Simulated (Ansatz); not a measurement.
## Thermal expansion of LiF (rock salt, Fm-3m)

Method: quasi-harmonic approximation, r2SCAN in Ansatz (a program for electronic structure); phonon mesh 5×5×5, k mesh 15×15×15. 

```tsv
T (K)	α_L (10⁻⁶/K)	C_P (J/mol/K)	bulk modulus B_T (GPa)	γ
100	11.7	13.7	71.1	1.81
200	29.6	33.9	67.6	1.80
300	39.2	43.7	63.1	1.81
400	46.7	49.3	58.0	1.84
500	55.2	53.9	51.8	1.89
600	69.1	59.4	43.3	1.97
```

```
Property                                         Result
---------------------------------------  --------------
conventional lattice constants at 300 K     a = 4.049 Å
entropy at 300 K                         37.5 J/(mol K)
adiabatic bulk modulus at 300 K                67.2 GPa
bulk modulus without vibrations                77.4 GPa
zero-point volume expansion                      2.62 %
```

Computed at 300 K against measurement: Grüneisen parameter 1.81 computed, 1.50 measured (+21 %; Cormac Toher, Corey Oses, Jose J. Plata et al., Physical Review Materials (2017), arXiv:1611.05714); lattice constant a 4.049 computed, 4.028 measured Å (+0.5 %; Compression behavior of lithium fluoride (NSF PAR 10668182), abstract). The source of the Grüneisen parameter states no temperature.  

Zero-point expansion is included. Terms beyond the volume dependence of harmonic modes are not.

Whether this phase is the stable one at each condition was not tested.

The PAW data sets were generated under PBE and serve the other functionals too.
